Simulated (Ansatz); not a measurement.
Input and output of a self-consistent single point for LuC₂ (P1, 3 atoms in the cell) (Ansatz, a first-principles code).

Computed with PBEsol, PAW files made with PBE (plane waves; Ansatz).

The change in words: lattice scaled by 0.98. Reference geometry:
```yaml
crystal:
  lattice:
    - [-1.77805, 2.33676, 2.43151]
    - [1.77805, -2.33676, 2.43151]
    - [1.77805, 2.33676, -2.43151]
  atoms:
    - { symbol: Lu, position: [0.99730, 0.99723, 0.99969] }
    - { symbol: C, position: [0.64325, 0.50453, 0.14822] }
    - { symbol: C, position: [0.35945, 0.49824, 0.85209] }
```

Reference input (self-consistent single point, DFT, PBEsol, plane waves, PAW files made with PBE): kpoints.mp_grid.grid = 7 8 8; hamiltonian.xc = pbesol; hamiltonian.pseudopotentials = {kind: paw} (the program's default PAW files); scf.occupations.method = gaussian; scf.occupations.width = 0.272 eV. This run's input differs from it in these lines:

```diff
@@ -2,5 +2,5 @@
   lattice:
-    - [-1.778045, 2.336755, 2.431505]
-    - [1.778045, -2.336755, 2.431505]
-    - [1.778045, 2.336755, -2.431505]
+    - [-1.742484, 2.290020, 2.382875]
+    - [1.742484, -2.290020, 2.382875]
+    - [1.742484, 2.290020, -2.382875]
   atoms:
```

Output, abridged:

```
SCF iter   1: F=—  HF=-15106.468983 eV  |F-HF|=—  |Δ(HF+E_count)|=         —  Δρ=7.87e-2  dr2=2.16e0  ethr=3.10e-3  ⟨swp⟩=5.2  Hψ=25893  notcnv=0
all-band conjugate gradients solve this SCF's bands
preconditioner: auto → Kerker (q_TF=auto, 2.664 Å⁻¹)
SCF iter   2: F=—  HF=-15105.980913 eV  |F-HF|=—  |Δ(HF+E_count)|=   4.88e-1  Δρ=4.36e-2  dr2=6.68e-1  ethr=3.10e-3  ⟨swp⟩=2.9  Hψ=9806  notcnv=0  defer=1
   [... lines left out ...]
SCF iter   7: F=—  HF=-15105.745580 eV  |F-HF|=—  |Δ(HF+E_count)|=   9.10e-5  Δρ=3.28e-4  dr2=3.35e-5  ethr=6.14e-7  ⟨swp⟩=2.4  Hψ=8336  notcnv=0  defer=5
SCF iter   8: F=—  HF=-15105.745574 eV  |F-HF|=—  |Δ(HF+E_count)|=   5.30e-6  Δρ=1.01e-4  dr2=1.85e-6  ethr=1.02e-7  ⟨swp⟩=2.4  Hψ=9023  notcnv=0  defer=5
SCF iter   9: F=—  HF=-15105.745576 eV  |F-HF|=—  |Δ(HF+E_count)|=   1.28e-6  Δρ=2.67e-5  dr2=1.51e-7  ethr=5.62e-9  ⟨swp⟩=2.8  Hψ=9181  notcnv=0  defer=5
SCF iter  10: F=-15105.745576 eV  HF=-15105.745576 eV  |F-HF|=1.76e-8  |Δ(HF+E_count)|=   7.39e-8  Δρ=7.77e-6  dr2=2.10e-8  ethr=3.03e-10  ⟨swp⟩=9.6  Hψ=32352  notcnv=0
SCF 1 converged in 10 iterations: F = -15105.745576 eV  dr2 = 2.10e-8
Free energy (F): -15105.745576 eV
Internal energy: -15105.711190 eV  (E = F + TS)
E sigma→0 (E₀):  -15105.728383 eV
Entropy (-TS):   -0.034386 eV (-11.462 meV/atom)
Fermi energy:    14.252690 eV
--- Forces (eV/Å), atoms counted from 1 ---
  atom   1  Lu     0.00851702     0.01014014     0.21909296
  atom   2  C     -0.14621704    -0.57673528    -0.01208628
  atom   3  C      0.13770211     0.56664134    -0.20700609
--- Stress (GPa, compression-positive) ---
        3.612457       0.889275      -0.036830
        0.889275       0.606758       0.215153
       -0.036830       0.215152       3.024011
  P = ⅓ Tr σ = 2.4144 GPa (24.144 kbar)
  The stress holds the Pulay correction. Without it, at fixed plane waves, as pw.x and ABINIT print it: P = 2.2086 GPa
```

The run converged in 10 iterations. Against the reference run the free energy goes down by 12.0 meV/atom, the pressure goes from -6.80 to 2.41 GPa and the largest force goes from 1.672 to 0.619 eV/Å.

The starting cell comes from a database of computed structures (which also holds hypothetical and non-ambient phases and stackings), without a prior relaxation at this level. Its atoms were displaced at random from the sites of space group no. 71. For this run, on top of that: lattice scaled by 0.98. Ansatz's pressure includes its estimate of the finite-basis (Pulay) stress.

Keys are those of Ansatz 0.2.
